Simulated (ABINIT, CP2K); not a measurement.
A CP2K input for a self-consistent single point of TiB2 (P6/mmm, 3 atoms in the cell) (DFT PBE, GPW, DZVP-MOLOPT-SR-GTH basis, GTH-PBE potentials (GTH_POTENTIALS)):

```
&GLOBAL
  PROJECT scf
  RUN_TYPE ENERGY_FORCE
  PRINT_LEVEL LOW
&END GLOBAL
&FORCE_EVAL
  METHOD Quickstep
  STRESS_TENSOR ANALYTICAL
  &DFT
    BASIS_SET_FILE_NAME BASIS_MOLOPT
    POTENTIAL_FILE_NAME GTH_POTENTIALS
    &QS
      METHOD GPW
      EPS_DEFAULT 1E-10
    &END QS
    &MGRID
      CUTOFF 600
      REL_CUTOFF 60
      NGRIDS 5
    &END MGRID
    &SCF
      SCF_GUESS ATOMIC
      EPS_SCF 1E-6
      MAX_SCF 100
      ADDED_MOS 4
      &DIAGONALIZATION
        ALGORITHM STANDARD
      &END DIAGONALIZATION
      &MIXING
        METHOD BROYDEN_MIXING
        ALPHA 0.3
        NBUFFER 8
      &END MIXING
      &SMEAR ON
        METHOD GAUSSIAN
        SIGMA [eV] 0.136
      &END SMEAR
    &END SCF
    &KPOINTS
      SCHEME MACDONALD 8 8 7 0.0625 0.0625 0
    &END KPOINTS
    &XC
      &XC_FUNCTIONAL PBE
      &END XC_FUNCTIONAL
    &END XC
    &PRINT
      &MO
        EIGENVALUES T
        OCCUPATION_NUMBERS T
        NDIGITS 8
        FILENAME mo
        &EACH
          QS_SCF 0
        &END EACH
        ADD_LAST NUMERIC
      &END MO
      &MULLIKEN OFF
      &END MULLIKEN
    &END PRINT
  &END DFT
  &SUBSYS
    &CELL
      A 3.02593000 0.00000000 0.00000000
      B -1.51296500 2.62053200 0.00000000
      C 0.00000000 0.00000000 3.22877000
      PERIODIC XYZ
    &END CELL
    &COORD
      SCALED
      Ti       0.00000000     0.00000000     0.00000000
      B        0.33333300     0.66666700     0.50000000
      B        0.66666700     0.33333300     0.50000000
    &END COORD
    &KIND Ti
      BASIS_SET DZVP-MOLOPT-SR-GTH
      POTENTIAL GTH-PBE-q12
    &END KIND
    &KIND B
      BASIS_SET DZVP-MOLOPT-SR-GTH
      POTENTIAL GTH-PBE-q3
    &END KIND
  &END SUBSYS
  &PRINT
    &FORCES ON
    &END FORCES
    &STRESS_TENSOR ON
    &END STRESS_TENSOR
  &END PRINT
&END FORCE_EVAL
```

**Question.** Give the ABINIT input for the same structure, mesh, smearing and functional.

**Answer.** This is the input that was run; spellings and numerical settings could be chosen otherwise.

```
# TiB2, JTH v2.0 PBE PAW
pp_dirpath "./"
pseudos "Ti.GGA_PBE-JTH.xml, B.GGA_PBE-JTH.xml"
acell 3*1.0 Angstrom
rprim
         3.0259298556    0.0000000335    0.0000000000
        -1.5129649568    2.6205321083    0.0000000000
         0.0000000000    0.0000000000    3.2287700000
natom 3
ntypat 2
znucl 22 5
typat 1 2 2
xcart
         0.0000000000    0.0000000000    0.0000000000
        -0.0000000193    1.7470214167    1.6143850000
         1.5129649181    0.8735107251    1.6143850000
      Angstrom
ecut 30 Ha
pawecutdg 60 Ha
pawovlp -1
pawxcdev 0
occopt 7
tsmear 0.00499791
nband 14
kptopt 1
ngkpt 8 8 7
nshiftk 1
shiftk 0 0 0
nstep 80
tolvrs 1.0e-12
prtwf 0
prtden 0
prtvol 1
enunit 1
```

Basis, cutoffs, solver keys and any potentials are the target program's own. This input uses DFT, PBE, plane waves, PAW (JTH v2.0 PBE PAW). Both were run: pressure 0.45 GPa in CP2K and 1.07 in ABINIT.

On CP2K: the starting cell comes from a database of computed structures (which also holds hypothetical and non-ambient phases and stackings), without a prior relaxation at this level. Spin polarisation is off. Values carry the incompleteness of an atom-centred basis.

On ABINIT: the starting cell comes from a database of computed structures (which also holds hypothetical and non-ambient phases and stackings), without a prior relaxation at this level. Spin polarisation is off.
